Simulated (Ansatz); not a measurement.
**Convergence study of the dielectric constant against the mesh for BN (F-43m, 2 atoms in the cell)**

```
CELL_PARAMETERS angstrom
      0.00000     1.79846     1.79846
      1.79846     0.00000     1.79846
      1.79846     1.79846     0.00000
ATOMIC_POSITIONS crystal
  B  0.00000 0.00000 0.00000
  N  0.25000 0.25000 0.25000
```

Method: PBE, PAW files (plane waves; Ansatz, a first-principles code).

Base settings: basis.ecutwfc = 30.9 Ry; kpoints.mp_grid.grid = 12 12 12; hamiltonian.xc = pbe; hamiltonian.pseudopotentials = {kind: paw} (the program's default PAW files); scf.occupations.method = fermi_dirac; scf.occupations.width = 0.0015 Ry.

In this ladder: scf.occupations.method = fixed; scf.occupations.width = default; dielectric = true; dielectric.field_mesh = kpoints.

Only quantities that move along the ladder and can be compared are tabulated.

The starting cell has typed, rounded lattice constants, without a prior relaxation at this level. Its lattice was rescaled by up to half a per cent. In the base run, with a pressure of about 9 GPa the cell is away from its equilibrium volume at this level.

```csv
kpoints.mp_grid.grid,largest Born charge (mean of the diagonal) (e),mean ε∞
4 4 4,1.913,4.359
5 5 5,1.907,4.486
6 6 6,1.904,4.545
8 8 8,1.903,4.583
10 10 10,1.903,4.591
12 12 12,1.903,4.592
15 15 15,1.903,4.592
19 19 19,1.903,4.592
23 23 23,1.903,4.592
29 29 29,1.903,4.592
```

Coarsest kpoints.mp_grid.grid that holds the largest Born charge (mean of the diagonal) within 0.005 e of the last step, with all finer ones: 5 5 5; the step before is off by 0.010 e.

Coarsest kpoints.mp_grid.grid that holds the mean ε∞ within 0.01 of the last step, with all finer ones: 8 8 8; the step before is off by 0.047.

Keys are those of Ansatz 0.2.
